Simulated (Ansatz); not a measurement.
**Hypothetical cubic perovskite CaTiSe3, response to strain**

Consider CaTiSe₃ in the cubic perovskite structure (space group Pm-3m, No. 221; a = 4.920 Å; a hypothetical phase, not in the database extracts checked). Axes: x, y, z lie along the cube axes.

Strains are applied to the cell and any free atomic positions relax; under biaxial strain the out-of-plane vector relaxes too.

The values are results of plane-wave PAW DFT at the PBEsol level (Ansatz, a program for electronic structure, 420 eV), spin-orbit coupling left out, not measurements.

Notes on the quantities. pressure: mean of the normal stresses, compression positive.

| change | pressure | space group | shortest interatomic distance |
|---|---|---|---|
| base | 0.0 GPa | Pm-3m (No. 221) | 2.460 Å |
| biaxial strain +0.62 %, plane normal [001], relaxed out of plane | -0.4 GPa | P4/mmm (No. 123) | 2.445 Å |
| biaxial strain −2.25 %, plane normal [111], relaxed out of plane | 1.2 GPa | R-3m (No. 166) | 2.448 Å |
| uniaxial strain ε_xx = −2.31 % | 1.7 GPa | P4/mmm (No. 123) | 2.403 Å |
| tensor shear ε_xz = +1.48 % | 0.0 GPa | Cmmm (No. 65) | 2.460 Å |

Without a gap, meshes like the base's 10×10×10 leave anisotropic stresses uncertain by several tenths of a GPa, and small strain energies with them. No phonon test of stability was made. The final runs are not spin-polarised. Many cubic perovskites are stable only at high temperature; tilts and polar distortions were not tested. CaTiSe3 has a high density of states at the Fermi level and may be magnetic at this level.
